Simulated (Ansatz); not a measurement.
## Several settings converged on a (100) slab of SnO2 (cut from a parent of space group no. 58; 12 atoms in the cell)

```yaml
crystal:
  lattice:
    - [4.88118, 0.00000, 0.00000]
    - [0.00000, 3.25062, 0.00000]
    - [0.00000, 0.00000, 23.20280]
  atoms:
    - { symbol: Sn, position: [0.50000, 0.50000, 0.34477] }
    - { symbol: Sn, position: [0.00000, 0.00000, 0.44826] }
    - { symbol: O, position: [0.32104, 0.00000, 0.30169] }
    - { symbol: O, position: [0.67896, 0.00000, 0.38785] }
    - { symbol: O, position: [0.17896, 0.50000, 0.40518] }
    - { symbol: O, position: [0.82104, 0.50000, 0.49134] }
    - { symbol: Sn, position: [0.50000, 0.50000, 0.55174] }
    - { symbol: Sn, position: [0.00000, 0.00000, 0.65523] }
    - { symbol: O, position: [0.32104, 0.00000, 0.50866] }
    - { symbol: O, position: [0.67896, 0.00000, 0.59483] }
    - { symbol: O, position: [0.17896, 0.50000, 0.61215] }
    - { symbol: O, position: [0.82104, 0.50000, 0.69831] }
```

Base method: LDA (PW92), default PAW files made with PBE (plane waves; Ansatz, a program for electronic structure).

Base settings: basis.ecutwfc = 420 eV; kpoints.mp_grid.grid = 3 5 1; hamiltonian.xc = lda; hamiltonian.pseudopotentials = {kind: paw} (the program's default PAW files); scf.occupations.method = fermi_dirac; scf.occupations.width = 0.05 eV.

The count of work is k-points × plane waves × bands × iterations; it is no time. 

**The vacuum**

The mesh stays at the base's, so the ladder's end is converged at best in this setting alone.

Only quantities that move along the ladder and can be compared are tabulated.

```csv
vacuum between outermost atoms (Å),free energy less the last step's (meV/atom),largest difference of a force vector from the last step's (eV/Å),gap on the mesh (eV),count of work / last
3.0,-9.05,0.119,0.870,0.31
4.0,-1.84,0.025,0.987,0.34
5.0,-0.34,0.006,1.017,0.36
6.0,-0.21,0.001,1.027,0.39
7.0,-0.09,0.001,1.030,0.41
8.0,-0.07,0.001,1.031,0.44
10.0,-0.05,0.001,1.031,0.49
12.0,0.03,0.001,1.031,0.54
14.0,-0.05,0.000,1.031,0.59
17.0,0.05,0.000,1.031,0.67
20.0,0.03,0.000,1.031,0.74
25.0,-0.02,0.001,1.031,0.87
30.0,0.00,0.000,1.031,1.0
```

Smallest vacuum between outermost atoms (Å) that holds the forces within 0.01 eV/Å of the last step, with all finer ones: 5.0, at 0.36 of the last step's count of work; the step before is off by 0.025 eV/Å.

Smallest vacuum between outermost atoms (Å) that holds the gap on the mesh within 0.01 eV of the last step, with all finer ones: 6.0, at 0.39 of the last step's count of work; the step before is off by 0.014 eV.

Smallest vacuum between outermost atoms (Å) that holds the free energy within 0.5 meV/atom of the last step, with all finer ones: 5.0, at 0.36 of the last step's count of work; the step before is off by 1.8 meV/atom.

**The plane-wave cutoff**

The mesh stays at the base's, so the ladder's end is converged at best in this setting alone.

Only quantities that move along the ladder and can be compared are tabulated.

| basis.ecutwfc | free energy less the last step's (meV/atom) | largest difference of a force vector from the last step's (eV/Å) | gap on the mesh (eV) | count of work / last |
|---|---|---|---|---|
| 210 eV | 4503.21 | 1.340 | 0.887 | 0.12 |
| 250 eV | 1467.63 | 0.212 | 0.949 | 0.16 |
| 295 eV | 406.47 | 0.104 | 0.998 | 0.21 |
| 355 eV | 69.74 | 0.014 | 1.026 | 0.27 |
| 420 eV | 8.62 | 0.003 | 1.031 | 0.36 |
| 505 eV | 0.81 | 0.001 | 1.033 | 0.46 |
| 630 eV | 0.45 | 0.001 | 1.033 | 0.65 |
| 840 eV | 0.00 | 0.000 | 1.033 | 1.0 |

Coarsest basis.ecutwfc that holds the forces within 0.005 eV/Å of the last step, with all finer ones: 420 eV, at 0.36 of the last step's count of work; the step before is off by 0.014 eV/Å.

Coarsest basis.ecutwfc that holds the gap on the mesh within 0.05 eV of the last step, with all finer ones: 295 eV, at 0.21 of the last step's count of work; the step before is off by 0.084 eV.

Coarsest basis.ecutwfc that holds the free energy within 2 meV/atom of the last step, with all finer ones: 505 eV; the step before is off by 8.6 meV/atom.

On the base run: the starting cell comes from a database of computed structures (which also holds hypothetical and non-ambient phases and stackings), without a prior relaxation at this level. The slab is cut from that crystal, and its faces are unrelaxed. Its lattice was rescaled by up to half a per cent. Spin polarisation is off, though cut faces can carry moments; a gap of a slab can lie between surface states. In the base run, forces exceed 1 eV/Å.

Left out of this page: 1 run of the series outside the window shown, repeating another row's setting, or not comparable.

Keys are those of Ansatz 0.2.
